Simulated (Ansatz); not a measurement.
This concerns the reaction energy. Reaction: PbO2 (rutile) + 2 H2 (gas) → Pb (fcc) + 2 H2O (gas). The sign is products less reactants.

Pb (fcc, Fm-3m), 1 atom in the cell, k-point mesh 20×20×20 on the run's own vectors. Conventional cell: a = b = c = 4.9591 Å, α = β = γ = 90.00°.

PbO2 (rutile, P4₂/mnm), 6 atoms in the cell; metallic (partly filled levels) with PBE, k-point mesh 10×8×8 on the run's own vectors.
```yaml
crystal:
  lattice:
    - [0.00000, 0.00000, 3.44075]
    - [5.03004, 0.00000, 0.00000]
    - [0.00000, 5.03004, 0.00000]
  atoms:
    - { symbol: Pb, position: [0.00000, 0.00000, 0.00000] }
    - { symbol: Pb, position: [0.50000, 0.50000, 0.50000] }
    - { symbol: O, position: [0.00000, 0.30750, 0.30750] }
    - { symbol: O, position: [0.50000, 0.19250, 0.80750] }
    - { symbol: O, position: [0.00000, 0.69250, 0.69250] }
    - { symbol: O, position: [0.50000, 0.80750, 0.19250] }
```

An isolated H2O molecule (singlet) in a box of 11 × 13 × 13 Å.

An isolated H2 molecule (singlet) in a box of 11 × 11 × 13 Å.

All numbers come from Ansatz (a first-principles code), plane waves with PAW, its default PAW set, cutoff 420 eV, 500 eV for r2SCAN. The structures are at rest with PBE+D3(BJ); other levels are single points on them. Neutral cells; Fermi-Dirac smearing of at most 0.10 eV in the solids, energies taken to zero width. The lattices are those relaxed with PBE+D3(BJ), so at other levels the solids can be strained, which adds to the spread. A dispersion term (D3(BJ), or D4 for r2SCAN) was computed beside these levels and is taken off wherever the name lacks it. Static lattices, no vibrational contributions. No structure search was made; lower ones may exist. Spin-orbit coupling is left out.

Question: Give the value at the level r2SCAN+D4.

Answer: -1.97 eV, for PbO2 (rutile) + 2 H2 (gas) → Pb (fcc) + 2 H2O (gas).

Question: How does the value move with the functional?

Answer: 
| Functional | value (eV) | less r2SCAN+D4 |
|---|---|---|
| PBE | -2.64 | -0.67 |
| PBE+D3(BJ) | -2.44 | -0.47 |

The levels span 0.67 eV, from PBE (-2.64) to r2SCAN+D4 (-1.97).
